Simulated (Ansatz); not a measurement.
Cell and atoms of amorphous Pd₃₈P₁₀:

```xyz
48
Lattice="8.7587 -0.0183 -0.1188 -0.0183 8.9398 -0.1586 -0.1188 -0.1586 9.5173" Properties=species:S:1:pos:R:3 pbc="T T T"
Pd     2.3227     5.6487     7.0798
Pd     8.5678     7.7136     6.9560
Pd     8.5716     3.4644     0.6059
Pd     6.1244     0.2903     6.8490
Pd     4.1329     4.8441     4.9416
Pd     0.5546     3.3945     6.6273
Pd     4.0999     7.8022     7.8452
Pd     8.0549     0.6273     9.0726
Pd     5.5310     3.5820     0.5131
Pd     6.1464     0.7498     1.6554
Pd     4.9521     0.2741     4.2986
Pd     0.9405     0.2355     5.0228
Pd     4.7458     6.8835     2.7497
Pd     7.3367     1.5525     4.5574
Pd     0.1865     6.0801     4.9347
Pd     2.7339     2.2627     4.8582
Pd     0.0611     6.3463     1.3676
Pd     7.8915     5.2592     8.1108
Pd     1.8254     0.9203     7.5504
Pd     4.2522     2.5090     7.2420
Pd     2.7351     8.8837     2.5305
Pd     5.1499     2.8120     3.4071
Pd     3.0215     7.4555     5.1404
Pd     1.8450     8.0915    -0.0243
Pd     3.6322     5.8979     0.3350
Pd     7.3628     7.8626     3.1503
Pd     5.1586     5.0715     7.5864
Pd     6.7811     4.1385     5.3835
Pd     3.8602     1.3212     0.1320
Pd     0.2513     1.0023     2.3144
Pd     6.7887     5.0249     2.6262
Pd     2.6567     2.8823     2.0919
Pd     2.2130     5.6050     2.9673
Pd     6.3388     7.1635     0.2666
Pd     6.0791     6.7637     5.2859
Pd     6.9044     2.7793     7.7385
Pd     2.1839     3.5005     8.8910
Pd     0.3668     3.4744     3.6624
P      6.4105     7.0092     7.5068
P      4.2884     8.1808     0.8355
P      1.9163     4.4715     5.0887
P      3.7476     0.5183     6.2219
P      7.2075     2.7175     2.3255
P      1.4850     1.6628     0.4148
P      4.3283     4.6274     2.2559
P      8.3053     1.2009     6.6819
P      0.8587     7.5916     3.2073
P      1.2147     5.6286     9.0802
```

Level of theory: PBE, scalar-relativistic without spin-orbit coupling (plane waves to 420 eV, PAW; Ansatz, a quantum-chemistry and plane-wave program).

Preparation: random packing, a CHGNet melt and quench, and a DFT relaxation. The hot cell started wider than the set density and was brought back towards it in steps. It is the lowest in DFT energy of 3 quenches. It is a model cell: composition and starting density were chosen by hand, and all elements were melted together. No dispersion term was used. Its density started from a set value of 10.36 and ended at 9.71 g/cm³. Cooling (nominally 130 K/ps over its main leg) ran many orders faster than in experiment, which tends to leave more defects and strain. One small periodic cell is one sample of the glass; other quenches scatter about these values. Volume and shape were free in the relaxation. On a 2×2×2 Γ-centred mesh force components of up to 0.22 eV/Å stay, since the relaxation ran on one k-point at (1/4, 1/4, 1/4).

Cut-offs for bonds: Pd-Pd 3.42 Å, Pd-P 2.78 Å, P-P 2.57 Å.

### Question
Give the coordination numbers, mean bond lengths and angles.

### Answer

| Quantity | Result |
|---|---|
| Mean coordination of Pd | 11.74 (1 with 9, 3 with 10, 10 with 11, 15 with 12, 9 with 13) |
| Mean coordination of P | 7.40 (1 with 6, 4 with 7, 5 with 8) |
| Mean Pd-Pd bond | 2.932 Å (spread 0.162 Å, 186 counted) |
| Mean Pd-P bond | 2.396 Å (spread 0.091 Å, 74 counted) |
| Bond angle at Pd | mean 96.4°, spread 34.1° |
| Bond angle at P | mean 100.9°, spread 30.3° |

### Question
What Bader charges do the atoms carry, from a run on one k-point at (1/4, 1/4, 1/4)?

### Answer
Means (range): Pd -0.04 e (-0.11 to +0.02), P +0.14 e (+0.08 to +0.24).
```csv
atom,charge (e)
Pd1,-0.06
Pd2,-0.01
Pd3,+0.02
Pd4,+0.01
Pd5,-0.06
Pd6,-0.01
Pd7,+0.01
Pd8,-0.00
Pd9,-0.01
Pd10,-0.05
Pd11,-0.11
Pd12,-0.04
Pd13,-0.08
Pd14,-0.03
Pd15,-0.02
Pd16,-0.03
Pd17,-0.07
Pd18,-0.07
Pd19,-0.01
Pd20,-0.07
Pd21,-0.01
Pd22,-0.06
Pd23,-0.02
Pd24,+0.01
Pd25,-0.01
Pd26,-0.11
Pd27,-0.10
Pd28,-0.06
Pd29,-0.03
Pd30,+0.01
Pd31,-0.02
Pd32,-0.03
Pd33,+0.02
Pd34,-0.02
Pd35,-0.06
Pd36,-0.10
Pd37,-0.06
Pd38,-0.04
P39,+0.24
P40,+0.09
P41,+0.19
P42,+0.17
P43,+0.10
P44,+0.08
P45,+0.12
P46,+0.10
P47,+0.15
P48,+0.15
```
